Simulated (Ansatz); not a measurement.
A computed series for BP: response to strain

The reference is BP in the zinc blende structure (space group F-43m, No. 216; a = 4.537 Å). Axes: x, y, z lie along the cube axes.

Strains are applied to the cell and any free atomic positions relax.

All numbers come from Ansatz (an electronic-structure program) r2SCAN, spin-orbit coupling left out.

Candidates:
(a) uniaxial strain ε_yy = −1.46 %
(b) isotropic strain +0.93 %
(c) uniaxial strain ε_zz = −0.58 %

Notes on the quantities. energy relative to the base: free energy F.

Task: Order them by energy relative to the base, highest first.

Result: (b) isotropic strain +0.93 % (+4.7 meV/atom), (a) uniaxial strain ε_yy = −1.46 % (+2.8 meV/atom), (c) uniaxial strain ε_zz = −0.58 % (+0.4 meV/atom)

Whether these cells are dynamically stable was not tested.
